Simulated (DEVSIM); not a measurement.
System: Ti/SiO2/p-Si capacitor, at 300 K.

Layer 1 from the left is SiO2, thickness (nm) 11.0. Layer 2 from the left is Si, thickness (nm) 6600, Na (cm⁻³) 7.5e15.

Metal gate on the left, work function 4.33 eV. Fixed charge at the semiconductor interface 0 cm⁻² (in units of +e); no interface traps.

This is a model device: material constants are rounded textbook-type values typed into the input, and sizes, dopings and lifetimes were drawn at random. Values at 300 K.

SiO2: gap (eV) 9, affinity (eV) 0.9, permittivity 3.9. Si: gap (eV) 1.124, affinity (eV) 4.05, permittivity 11.7, Nc (cm⁻³) 2.86e19, Nv (cm⁻³) 3.1e19.

Question: Estimate by hand the flat-band voltage, the threshold voltage, and compare with a numerical solution.

Answer: 
- Flat-band voltage: C = 0.314 μF/cm², work-function difference -0.629 V; VFB = φms − qNf/C = -0.63 V; numerical -0.63 V.
- Threshold voltage: φF = 0.348 V, depletion charge √(4εqNφF) = 4.16e-8 C/cm²; VT = VFB + 2φF + Qd/C = 0.20 V; numerical 0.20 V.

Simulated with DEVSIM: 1D Poisson equation in equilibrium, Boltzmann statistics, complete ionisation; no quantum confinement or tunnelling. Metal contacts follow the ideal Schottky-Mott rule: no Fermi-level pinning, no interface dipoles.
